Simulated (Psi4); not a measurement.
Psi4 1.11, TPSS/def2-svp: Ti(Cl)(Br)3 ([Cl][Ti]([Br])([Br])[Br]), 5 atoms. The geometry is a generated start, not checked to be a minimum at this level.

```json
{
  "task": "energy",
  "method": "tpss",
  "basis": "def2-svp",
  "memory": "3 GB",
  "maxiter": "100",
  "keys_of_the_molecule_block": "symmetry c1",
  "scf_type": "df (default)",
  "e_convergence": "1e-06 (default)",
  "d_convergence": "1e-06 (default)",
  "dft_radial_points": "75 (default)",
  "dft_spherical_points": "302 (default)",
  "basis_functions": "145",
  "grid_points": "109100"
}
```

```xyz
5

Ti     0.0843    -0.0209    -0.0743
Cl     1.6365    -0.4017    -1.4393
Br     0.8352     0.0109     2.1431
Br    -0.9477     2.0460    -0.4512
Br    -1.6083    -1.6344    -0.1783
```

Charge 0 and multiplicity 1 are set for this test and not shown to be the ground state.

With the defaults (diis = true, scf_initial_accelerator = adiis, damping_percentage = 0, diis_start = 1, guess = auto, which took SAD, level_shift = 0, level_shift_cutoff = 0.01, diis_max_vecs = 10) it converges in 17 SCF iterations. One run each on 2 threads, with these changes:
- diis_max_vecs = 20
- guess = sapgau
- guess = sadno
- diis_max_vecs = 6
- guess = modhuckel
- level_shift = 0.1, level_shift_cutoff = 0.001
- scf_initial_accelerator = none
- diis_start = 4
- diis = false, scf_initial_accelerator = none, damping_percentage = 60

Which runs fail or end elsewhere than the default run?

No convergence: diis = false, scf_initial_accelerator = none, damping_percentage = 60 (the run ends without SCF convergence in 100 iterations). The rest reach the solution of the defaults.

| setting | SCF iterations | end |
|---|---|---|
| guess = sadno | 13 | same solution |
| level_shift = 0.1, level_shift_cutoff = 0.001 | 16 | same solution |
| the defaults | 17 | same solution |
| scf_initial_accelerator = none | 17 | same solution |
| diis_max_vecs = 20 | 17 | same solution |
| guess = modhuckel | 17 | same solution |
| guess = sapgau | 19 | same solution |
| diis_max_vecs = 6 | 21 | same solution |
| diis_start = 4 | 23 | same solution |
| diis = false, scf_initial_accelerator = none, damping_percentage = 60 | 100 | no convergence |

1 further run of the study ended by our limits or in an error and is left out.
